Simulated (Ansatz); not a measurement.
The parent structure is SnS in the GeS type structure (space group Pnma, No. 62).

```
CELL_PARAMETERS angstrom
     10.91161     0.00000     0.00000
      0.00000     3.95337     0.00000
      0.00000     0.00000     4.11206
ATOMIC_POSITIONS crystal
  Sn 0.61722 0.75000 0.59282
  Sn 0.88278 0.25000 0.09282
  Sn 0.38278 0.25000 0.40718
  Sn 0.11722 0.75000 0.90718
  S  0.35513 0.75000 0.97618
  S  0.14487 0.25000 0.47618
  S  0.64487 0.25000 0.02382
  S  0.85513 0.75000 0.52382
```

Cartesian axes are those of the cell as printed.

The values are results of PBEsol-D3(BJ) in Ansatz (plane waves to 420 eV, PAW, no spin-orbit coupling), not measurements.

Before the change:

The smallest direct gap is 0.79 eV and the band gap comes out as 0.30 eV.

Modification: biaxial strain +1.14 %, plane normal [001], relaxed out of plane (Cartesian); in-plane vectors clamped, the third vector and the atoms free.

**Question.** Predict the new smallest direct gap, out-of-plane strain, band gap and in-plane stress.

**Answer.** The smallest direct gap falls by 0.04 eV, from 0.79 eV to 0.75 eV; the out-of-plane strain is -1.38 %; the band gap decreases by 0.07 eV (0.30 eV → 0.23 eV); the mean in-plane stress (compression positive) amounts to -0.8 GPa.

Whether these cells are dynamically stable was not tested. A zero or small gap of SnS under biaxial strain +1.14 %, plane normal [001], relaxed out of plane can be the functional's error rather than a property of the material.

Ansatz is a program for electronic structure.
